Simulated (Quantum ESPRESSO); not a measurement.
**Relaxation of cell and atoms of Si2Ni (Fm-3m, 3 atoms in the cell) at several settings**

```yaml
crystal:
  lattice:
    - [-2.75052, 0.00000, 2.75052]
    - [0.00000, 2.75052, 2.75052]
    - [-2.75052, 2.75052, 0.00000]
  atoms:
    - { symbol: Si, position: [0.25000, 0.25000, 0.25000] }
    - { symbol: Si, position: [0.75000, 0.75000, 0.75000] }
    - { symbol: Ni, position: [0.00000, 0.00000, 0.00000] }
```

Base: PBE, PseudoDojo standard norm-conserving (PBE) pseudopotentials run with Quantum ESPRESSO. Its settings: ecutwfc = 100 Ry; occupations = smearing; smearing = marzari-vanderbilt; degauss = 0.0073499 Ry; potentials = {Si: Si.upf, Ni: Ni.upf}; K_POINTS = automatic 7 7 7 0 0 0; conv_thr = 1e-10 Ry; mixing_beta = 0.7. Starting volume 13.87 Å³ per atom.

Each line gives the change from the base single point and the result:

- calculation: scf → vc-relax; tprnfor: true → default; tstress: true → default; press: default → 50 kbar: pressure 5.00 GPa; final cell a = b = c = 3.8087 Å, α = β = γ = 60.00°; final volume per atom 13.02 Å³; relaxation steps 3; free energy against the base single point -0.6 meV/atom.
- calculation: scf → vc-relax; tprnfor: true → default; tstress: true → default; vdw_corr: default → grimme-d3; dftd3_version: default → 4; dftd3_threebody: default → false [DFT, PBE-D3(BJ), plane waves, PseudoDojo standard norm-conserving (PBE) pseudopotentials]: pressure -0.01 GPa; final cell a = 3.8038 Å, b = 3.8038 Å, c = 3.8038 Å, α = 60.00°, β = 60.00°, γ = 60.00°; final volume per atom 12.97 Å³; relaxation steps 3.
- calculation: scf → vc-relax; tprnfor: true → default; tstress: true → default; ecutwfc: 100 Ry → 140 Ry: pressure 0.00 GPa; final cell a = 3.848 Å, b = 3.848 Å, c = 3.848 Å, α = 60.00°, β = 60.00°, γ = 60.00°; final volume per atom 13.43 Å³; relaxation steps 3; free energy against the base single point -7.0 meV/atom.

The starting cell comes from a database of computed structures (which also holds hypothetical and non-ambient phases and stackings), without a prior relaxation at this level. Its lattice was rescaled by a random factor within 2.5 % of one. Spin polarisation is off.
